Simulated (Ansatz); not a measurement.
**Effect of holes 3.0×10^21 cm⁻³ on WSe2**

Take WSe2 (space group P6_3/mmc, No. 194; a = 3.300 Å, c = 13.151 Å; layered, stacked along the Cartesian z axis) as the base.

It is then changed as follows: hole doping at 3.0×10^21 cm⁻³ (0.372 per cell), with a uniform compensating background at fixed cell and a 300 K Fermi–Dirac width.

All numbers come from r2SCAN+rVV10/PAW in Ansatz (a first-principles code), scalar-relativistic without spin-orbit coupling. k-mesh 16×16×4 (Γ-centred); smearing 0.0259 eV (Fermi–Dirac).

```json
[
 {"quantity": "gap between the host's bands", "base": "1.12 eV", "changed": "1.15 eV", "shift": "+0.022 eV"},
 {"quantity": "gap character", "base": "indirect, Γ → K–Γ (47 % along)", "changed": "indirect, Γ → K–Γ (47 % along)", "shift": "–"},
 {"quantity": "Fermi level relative to the doped band's edge (positive inside the band; to 0.05 eV)", "base": "–", "changed": "+0.55 eV", "shift": "–"}
]
```

Cost of the whole job for the changed cell (relaxation, final SCF and bands): roughly 6 core-minutes.

Charged cell with a jellium background: band edges are those of the host's band count, energies are not comparable with the neutral cell, and many-body gap narrowing is missing. With W present, leaving out spin-orbit coupling can change the band edges. Whether these cells are dynamically stable was not tested.
